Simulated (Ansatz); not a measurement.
Worked example: relaxation of cell and atoms of RbBi₂ (Fd-3m, 6 atoms in the cell) in Ansatz (a quantum-chemistry and plane-wave program).

Level of theory: PBEsol, default PAW files made with PBE (plane waves; Ansatz).

The change in words: atoms on their sites; basis.ecutwfc: 30.9 Ry → 18.4 Ry; relax: default → cell and atoms. Reference geometry:
```
CELL_PARAMETERS angstrom
      0.00000     4.78699     4.78699
      4.78699     0.00000     4.78699
      4.78699     4.78699     0.00000
ATOMIC_POSITIONS crystal
  Rb 0.50301 0.50301 0.50301
  Rb 0.75000 0.75000 0.75000
  Bi 0.62500 0.12500 0.12500
  Bi 0.12500 0.12500 0.62500
  Bi 0.12500 0.62500 0.12500
  Bi 0.12500 0.12500 0.12500
```

Reference input (self-consistent single point, DFT, PBEsol, plane waves, default PAW files made with PBE): basis.ecutwfc = 30.9 Ry; kpoints.mp_grid.grid = 3 3 3; hamiltonian.xc = pbesol; hamiltonian.pseudopotentials = {kind: paw} (the program's default PAW files); scf.occupations.method = fermi_dirac; scf.occupations.width = 0.0073 Ry. This run's input differs from it in these lines:

Ansatz 0.2 input:
```diff
@@ -6,3 +6,3 @@
   atoms:
-    - { symbol: Rb, position_ang: [4.81585656, 4.81585656, 4.81585656] }
+    - { symbol: Rb, position_ang: [4.78699100, 4.78699100, 4.78699100] }
     - { symbol: Rb, position_ang: [7.18048650, 7.18048650, 7.18048650] }
@@ -13,3 +13,3 @@
 basis:
-  ecutwfc: 30.9 Ry
+  ecutwfc: 18.4 Ry
 kpoints:
@@ -21,2 +21,4 @@
   occupations: { method: fermi_dirac, width: 0.0073 Ry }
+relax:
+  cell: {}
 output:
```

Output (repeated stretches shortened):

```
   [... SCF lines of the steps left out ...]
relax step   1: F+E_penalty+E_count = -55399.26604447 eV  Δ(F+E_penalty+E_count) = +0.000e0 eV  max|allowed force component| = 1.234e-17 eV/Å  Δτ_max = 0.0000 Å  P = -0.232 GPa  Ω = 219.391 Å³  (7 SCF iters, dr2 threshold 1.00e-7 eV, accepted)
relax step   2: F+E_penalty+E_count = -55399.46392934 eV  Δ(F+E_penalty+E_count) = -1.979e-1 eV  max|allowed force component| = 5.320e-17 eV/Å  Δτ_max = 0.0000 Å  P = +0.900 GPa  Ω = 217.966 Å³  energy of the carried Pulay correction = +2.009e-1 eV  [...]
   [... lines left out ...]
relax step  10: F+E_penalty+E_count = -55399.30229725 eV  Δ(F+E_penalty+E_count) = -4.582e-2 eV  max|allowed force component| = 5.320e-17 eV/Å  Δτ_max = 0.0000 Å  P = -0.002 GPa  Ω = 217.989 Å³  energy of the carried Pulay correction = +4.571e-2 eV  [...]
relax step  11: F+E_penalty+E_count = -55399.17430606 eV  Δ(F+E_penalty+E_count) = +1.280e-1 eV  max|allowed force component| = 5.416e-17 eV/Å  Δτ_max = 0.0000 Å  P = -0.030 GPa  Ω = 217.989 Å³  stress off target by 2.96e-2 GPa  SCF on the basis [...]
basis re-selected at this cell: Δ(F+E_penalty+E_count) = +1.280e-1 eV, ΔP = -0.028 GPa vs the last step
the relaxation is at rest under the 48 symmetry operations that the run kept from its start: a minimum is not shown …
Free energy (F): -55399.174306 eV
Internal energy: -55398.920420 eV  (E = F + TS)
E sigma→0 (E₀):  -55399.047363 eV
Entropy (-TS):   -0.253886 eV (-42.314 meV/atom)
Fermi energy:    8.967156 eV
--- Forces (eV/Å), atoms counted from 1 ---
  atom   1  Rb     0.00000000     0.00000000     0.00000000
   [... zero for the other atoms too ...]
   [... lines left out ...]
  cell:  # Å, volume = 217.9895 Å³
   [... lines left out ...]
    - { symbol: Rb, position: [0.7499999999999999, 0.7499999999999999, 0.7499999999999999] }
    - { symbol: Bi, position: [0.6249999999999999, 0.125, 0.125] }
    - { symbol: Bi, position: [0.12499999999999999, 0.12499999999999999, 0.6249999999999999] }
    - { symbol: Bi, position: [0.125, 0.6249999999999999, 0.125] }
    - { symbol: Bi, position: [0.12499999999999999, 0.12499999999999999, 0.12499999999999999] }
```

The run converged. 

Summary of the result:
- Free energy E − TS (on the zero of these files) = -55399.1743 eV
- Fermi level (on the code's own zero) = 8.97 eV
- Pressure = -0.03 GPa
- Final cell = a = b = c = 6.7554 Å, α = β = γ = 60.00°
- Final volume per atom = 36.33 Å³
- Relaxation steps = 11

The starting cell comes from a database of computed structures (which also holds hypothetical and non-ambient phases and stackings), without a prior relaxation at this level. Its lattice was rescaled by up to half a per cent. The relaxation keeps the symmetry of its start, so its end need not be a minimum. Ansatz's pressure includes its estimate of the finite-basis (Pulay) stress. Without the estimate this run gives -23.13 GPa. The cutoff lies below the one recommended for these files.
